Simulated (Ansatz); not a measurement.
Given:

```
GaN
1.0
    3.23297     0.00000     0.00000
   -1.61648     2.79983     0.00000
    0.00000     0.00000     5.26730
Ga N
2 2
Direct
  0.33333   0.66667   0.99912
  0.66667   0.33333   0.49912
  0.33333   0.66667   0.37588
  0.66667   0.33333   0.87588
```

Calculation: r2SCAN with spin-orbit coupling, rigid bands (plane waves, PAW; Ansatz, an electronic-structure program). Condition of this run: hydrostatic pressure of -8 GPa (compression positive) (the target of the relaxation). How the cell was made: cell and atoms relaxed with PBEsol, then loaded as said.

Problem. Predict the hole conductivity mass (n e² τ/σ) at 300 K, by direction if it differs.

Solution. 1.50 (x), 1.50 (y), 1.73 (z) mₑ.

Problem. Predict the electron conductivity mass (n e² τ/σ) at 300 K, by direction if it differs.

Solution. 0.178 (x), 0.178 (y), 0.161 (z) mₑ.

Problem. And the band gap?

Solution. 2.02 eV at this level; semilocal functionals usually fall short of the measured gap.

Rigid bands, one relaxation time for all states, no polarons. Geometry: cell and atoms relaxed with PBEsol.
